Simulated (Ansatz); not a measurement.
Functionals compared on the (332) surface of bcc Mo in its 1x1 cell, outermost plane spacing 0.67 Å in the ideal cut, in Ansatz (plane waves, PAW). The structure was relaxed with PBE; the other rows are single points on it, each with its references at the same level. Cutoff 420 eV (500 eV for r2SCAN).

Model: 16-atom slab, 10.1 Å thick at the start (thin: gaps and levels are the slab's own), 9x7x1 mesh, Fermi-Dirac 0.1 eV, dipole correction, all atoms relaxed; start symmetry kept, larger cells not searched; no spin, no spin-orbit, no U. These notes are the PBE run's.

```tsv
functional	surface energy (J/m²)	work function of the top face (eV)	rough cost of the single point
PBE	3.00	3.95	–
LDA	3.41	4.24	roughly 2.2 core-minutes
PBEsol	3.32	4.04	around 2.5 core-minutes (rough)
RPBE	2.81	3.79	roughly 120 core-seconds
r2SCAN	3.21	3.95	around 4 core-minutes (rough)
```

Ansatz is an electronic-structure program.
